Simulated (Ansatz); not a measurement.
We consider cubic perovskite SrVO3, described by r²SCAN-D4 (plane waves, PAW; Ansatz, a program for electronic structure).

The input as run:

Ansatz 0.2 input:
```yaml
crystal:
  lattice:
    - [3.8951316268, 0.0, 0.0]
    - [0.0, 3.8951316268, 0.0]
    - [0.0, 0.0, 3.8951316268]
  atoms:
    - { symbol: Sr, position: [0.0, 0.0, 0.0] }
    - { symbol: V, position: [0.5, 0.5, 0.5] }
    - { symbol: O, position: [0.5, 0.0, 0.5] }
    - { symbol: O, position: [0.0, 0.5, 0.5] }
    - { symbol: O, position: [0.5, 0.5, 0.0] }
basis:
  ecutwfc: 560
  ecutrho_ratio: 4
  xc_grid: 3
kpoints:
  mp_grid: { grid: [14, 14, 14] }
hamiltonian:
  xc: r2scan
  dispersion: d4
  pseudopotentials: { kind: paw }
scf:
  occupations: { method: fermi_dirac, width: 0.05 }
  convergence: { dr2_threshold: 0.0000000005 }
output:
  forces: true
  stress: true
  eigenvalues: true
```

From the output:

```
Crystal: 5 atoms, lattice volume = 59.097 Å³
Basis set: ecut = 560 eV, 1791 PW (Γ), exchange–correlation on 96×96×96 points (27 copies of the dense FFT grid, shifted against one another)
Bands: 26, of which v1, the nominal top of the filled ones, is band 21 counted from 1 (20 counted from 0)
Symmetry: 48 space group operations
Space group: Pm-3m (ITA 221), of the structure as read, at distance tolerance 3.9e-5 Å
k-points: 120 of 2744
Functional: x = r2scan, c = r2scan; τ floored in thin density (d = 2e-4 eV/Å³)
SCF iter   1: F=—  HF=-8185.459460 eV  |F-HF|=—  |Δ(HF+E_count)|=         —  Δρ=2.21e-2  dr2=3.32e-1  dr2_τ=2.20e-1
SCF iter   2: F=—  HF=-8185.579845 eV  |F-HF|=—  |Δ(HF+E_count)|=   1.20e-1  Δρ=1.02e-2  dr2=3.37e-2  dr2_τ=1.28e-2
  ...
SCF iter   9: F=—  HF=-8185.576325 eV  |F-HF|=—  |Δ(HF+E_count)|=   9.62e-8  Δρ=6.44e-6  dr2=3.12e-8  dr2_τ=5.25e-10
SCF iter  10: F=-8185.576325 eV  HF=-8185.576325 eV  |F-HF|=2.36e-11  |Δ(HF+E_count)|=   2.74e-9  Δρ=4.48e-7  dr2=1.09e-10  dr2_τ=2.78e-11
SCF 1 converged in 10 iterations: F = -8185.576325 eV  dr2 = 1.09e-10
SCF converged after 10 iterations
Free energy (F): -8185.576325 eV
Internal energy: -8185.558946 eV  (E = F + TS)
E sigma→0 (E₀):  -8185.567636 eV
Fermi energy:    11.711834 eV
--- Forces (eV/Å), atoms counted from 1 ---
  atom   1  Sr    -0.00000000    -0.00000000    -0.00000000
  atom   2  V      0.00000000    -0.00000000     0.00000000
  atom   3  O     -0.00000000    -0.00000000     0.00000000
  atom   4  O      0.00000000    -0.00000000     0.00000000
  atom   5  O      0.00000000     0.00000000     0.00000000
--- Stress (GPa, compression-positive) ---
      -10.481303       0.000000       0.000000
        0.000000     -10.481303       0.000000
        0.000000       0.000000     -10.481303
  P = ⅓ Tr σ = -10.4813 GPa (-104.813 kbar)
```

The cell is one volume of an energy–volume scan, off the minimum.

The PAW data were made under PBE.
